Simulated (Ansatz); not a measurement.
The starting structures come from a database of crystals and need not be the phases stable at ambient conditions.

Inside the gap of an insulator the Bloch states are evanescent, with a wavenumber k + iκ along the transport direction.

Given:

```xyz
2
Lattice="3.0197 0.0000 0.0000 -1.5098 2.6151 0.0000 1.5098 0.8717 2.4656" Properties=species:S:1:pos:R:3 pbc="T T T"
Ga     0.0000     0.0000     0.0000
N      3.0197     1.7434     1.2328
```

The cell is taken as given; by r2SCAN it stands under a pressure of -8.5 GPa.

Transport runs along the normal of the first two printed cell vectors, the (111) plane of the conventional cell.

The gap is the functional's own, uncorrected, and κ follows it; spin-orbit coupling is left out. Mid-gap means the computed energy nearest the middle.

Task: State the band gap and the smallest decay constant κ at mid-gap according to Ansatz (a program for electronic structure) with r2SCAN.

Result: Gap 0.92 eV on a 14×14×14 mesh; κ = 0.157 1/Å, at (0.500, 0.000) of the in-plane reciprocal vectors. At the zone centre the slowest state has κ = 0.16 1/Å.
